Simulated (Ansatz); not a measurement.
Ansatz (an electronic-structure program) run on YPd3 (Pm-3m, 4 atoms in the cell): relaxation of cell and atoms.

Method of the run: PBEsol, PAW files made with PBE (plane waves; Ansatz).

```
CELL_PARAMETERS angstrom
      4.09992     0.00000     0.00000
      0.00000     4.09992     0.00000
      0.00000     0.00000     4.09992
ATOMIC_POSITIONS crystal
  Y  0.00000 0.00000 0.00000
  Pd 0.50000 0.50000 0.00000
  Pd 0.00000 0.50000 0.50000
  Pd 0.50000 0.00000 0.50000
```

Reference input (self-consistent single point, DFT, PBEsol, plane waves, PAW files made with PBE): basis.ecutwfc = 420 eV; kpoints.mp_grid.grid = 7 7 7; hamiltonian.xc = pbesol; hamiltonian.pseudopotentials = {kind: paw} (the program's default PAW files); scf.occupations.method = gaussian; scf.occupations.width = 0.272 eV. This run's input differs from it in these lines:

```diff
@@ -19,2 +19,4 @@
   occupations: { method: gaussian, width: 0.272 }
+relax:
+  cell: {}
 output:
```

The program printed (abridged):

```
   [... SCF lines of the steps left out ...]
relax step   1: F+E_penalty+E_count = -24518.66799285 eV  Δ(F+E_penalty+E_count) = +0.000e0 eV  max|allowed force component| = 2.314e-29 eV/Å  Δτ_max = 0.0000 Å  P = -4.305 GPa  Ω = 68.917 Å³  (9 SCF iters, dr2 threshold 1.00e-7 eV, accepted)
relax step   2: F+E_penalty+E_count = -24518.60136226 eV  Δ(F+E_penalty+E_count) = +6.663e-2 eV  max|allowed force component| = 1.001e-29 eV/Å  Δτ_max = 0.0000 Å  P = +9.219 GPa  Ω = 63.184 Å³  energy of the carried Pulay correction = +8.619e-4 eV  [...]
   [... lines left out ...]
relax step   4: F+E_penalty+E_count = -24518.69822644 eV  Δ(F+E_penalty+E_count) = -3.743e-4 eV  max|allowed force component| = 4.503e-30 eV/Å  Δτ_max = 0.0000 Å  P = +0.032 GPa  Ω = 66.744 Å³  energy of the carried Pulay correction = +3.180e-4 eV  [...]
relax step   5: F+E_penalty+E_count = -24518.69784554 eV  Δ(F+E_penalty+E_count) = +3.809e-4 eV  max|allowed force component| = 1.376e-29 eV/Å  Δτ_max = 0.0000 Å  P = +0.041 GPa  Ω = 66.744 Å³  stress off target by 4.11e-2 GPa  SCF on the basis [...]
basis re-selected at this cell: Δ(F+E_penalty+E_count) = +3.809e-4 eV, ΔP = +0.010 GPa vs the last step
the relaxation is at rest under the 48 symmetry operations that the run kept from its start: a minimum is not shown …
Stability not checked: this state was not tested for a lower state beside it, because too few of the mixer's solves of this state at the end of the SCF gave a …
Free energy (F): -24518.697846 eV
Internal energy: -24518.641944 eV  (E = F + TS)
   [... lines left out ...]
Fermi energy:    17.622093 eV
  cell:  # Å, volume = 66.7444 Å³
   [... lines left out ...]
    - [3.209883240645393e-35, -6.419766481290786e-35, 4.056377487420596]
  atoms:
    - { symbol: Y, position: [-7.19287613057651e-47, 2.3753736332220963e-47, -2.447691800041504e-48] }
    - { symbol: Pd, position: [0.5, 0.5, -3.346301417035429e-48] }
    - { symbol: Pd, position: [-1.163053563596619e-47, 0.5, 0.5] }
    - { symbol: Pd, position: [0.5, -4.121670459433175e-47, 0.5] }
```

The run converged.  The full log also holds: “iter 5 did not close the SCF: its close was put off for the readings that it lacked (scf_convergence_deferred on its scf_iter line)”. The full log also holds: “iter 4 did not close the SCF: its close was put off for the readings that it lacked (scf_convergence_deferred on its scf_iter line)”.

Summary of the result:
- Free energy E − TS (on the zero of these files): -24518.6978 eV
- Fermi level (on the code's own zero): 17.62 eV
- Pressure: 0.04 GPa
- Final cell: a = b = c = 4.056 Å, α = β = γ = 90.00°
- Final volume per atom: 16.69 Å³
- Relaxation steps: 5

The starting cell comes from a database of computed structures (which also holds hypothetical and non-ambient phases and stackings), without a prior relaxation at this level. Spin polarisation is off. The relaxation keeps the symmetry of its start, so its end need not be a minimum. Ansatz's pressure includes its estimate of the finite-basis (Pulay) stress.

Keys are those of Ansatz 0.2.
